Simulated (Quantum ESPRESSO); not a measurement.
Worked example: self-consistent single point of LiPb (R-3m, 2 atoms in the cell) in Quantum ESPRESSO.

Level of theory: rVV10, SSSP 1.1.2 efficiency (PBE) pseudopotentials (plane waves; Quantum ESPRESSO).

```xyz
2
Lattice="2.4868 -1.4357 2.0571 0.0000 2.8715 2.0571 -2.4868 -1.4357 2.0571" Properties=species:S:1:pos:R:3 pbc="T T T"
Pb     0.0000     0.0000     0.0000
Li     0.0000     0.0000     3.0856
```

Reference input (self-consistent single point, DFT, LDA (PZ), plane waves, GBRV 1.5 ultrasoft (LDA) pseudopotentials): ecutwfc = 40 Ry; ecutrho = 200 Ry; occupations = smearing; smearing = marzari-vanderbilt; degauss = 0.0036749 Ry; potentials = {Pb: pb_lda_v1.uspp.F.UPF, Li: li_lda_v1.4.uspp.F.UPF}; K_POINTS = automatic 6 6 6 0 0 0; conv_thr = 1e-10 Ry; mixing_beta = 0.7. This run's input differs from it in these lines:

```diff
@@ -14,4 +14,4 @@
   ntyp = 2
-  ecutwfc = 40
-  ecutrho = 200
+  ecutwfc = 55
+  ecutrho = 440
   occupations = 'smearing'
@@ -19,2 +19,3 @@
   degauss = 0.0036749
+  input_dft = 'rvv10'
 /
@@ -25,4 +26,4 @@
 ATOMIC_SPECIES
-Pb   207.2000  pb_lda_v1.uspp.F.UPF
-Li     6.9400  li_lda_v1.4.uspp.F.UPF
+Pb   207.2000  Pb.pbe-dn-kjpaw_psl.0.2.2.UPF
+Li     6.9400  li_pbe_v1.4.uspp.F.UPF
 ATOMIC_POSITIONS {crystal}
```

Output, abridged:

```
     Self-consistent Calculation

     iteration #  1     ecut=    55.00 Ry     beta= 0.70

     Threshold (ethr) on eigenvalues was too large:
     Diagonalizing with lowered threshold

     WARNING: integrated charge=    17.00112997, expected=    17.00000000

     total energy              =    -891.01965588 Ry
     estimated scf accuracy    <       0.17786544 Ry

     iteration #  2     ecut=    55.00 Ry     beta= 0.70

     WARNING: integrated charge=    17.00047093, expected=    17.00000000

     total energy              =    -891.07113335 Ry
     estimated scf accuracy    <       0.00862154 Ry

     iteration #  3     ecut=    55.00 Ry     beta= 0.70

     WARNING: integrated charge=    17.00033960, expected=    17.00000000

     total energy              =    -891.07565783 Ry
     estimated scf accuracy    <       0.00340328 Ry

   [... 7 blocks of this kind left out ...]

     iteration # 11     ecut=    55.00 Ry     beta= 0.70

     total energy              =    -891.07621572 Ry
     estimated scf accuracy    <          4.9E-10 Ry

     iteration # 12     ecut=    55.00 Ry     beta= 0.70
     End of self-consistent calculation

     the Fermi energy is     8.7958 ev

!    total energy              =    -891.07621572 Ry
     estimated scf accuracy    <          3.7E-12 Ry
     smearing contrib. (-TS)   =      -0.00006833 Ry
     internal energy E=F+TS    =    -891.07614739 Ry

     convergence has been achieved in  12 iterations

     Forces acting on atoms (cartesian axes, Ry/au):

     atom    1 type  1   force =     0.00000000    0.00000000    0.00000000
     atom    2 type  2   force =     0.00000000   -0.00000000    0.00000000

     Total force =     0.000000     Total SCF correction =     0.000000

          total   stress  (Ry/bohr**3)                   (kbar)     P=       13.00
   0.00009795   0.00000000   0.00000000           14.41        0.00        0.00
  -0.00000000   0.00009795   0.00000000           -0.00       14.41        0.00
   0.00000000   0.00000000   0.00006926            0.00        0.00       10.19

   JOB DONE.
```

The run converged in 12 iterations. Against the reference run the pressure goes from -2.57 to 1.30 GPa. The full log also holds: “WARNING: integrated charge=    17.00112997, expected=    17.00000000”. The full log also holds: “WARNING: integrated charge=    17.00047093, expected=    17.00000000”.

The starting cell comes from a database of published, mostly measured structures (it also holds non-ambient and calculated ones), without a prior relaxation at this level. Its lattice was rescaled by a random factor within 2.5 % of one.
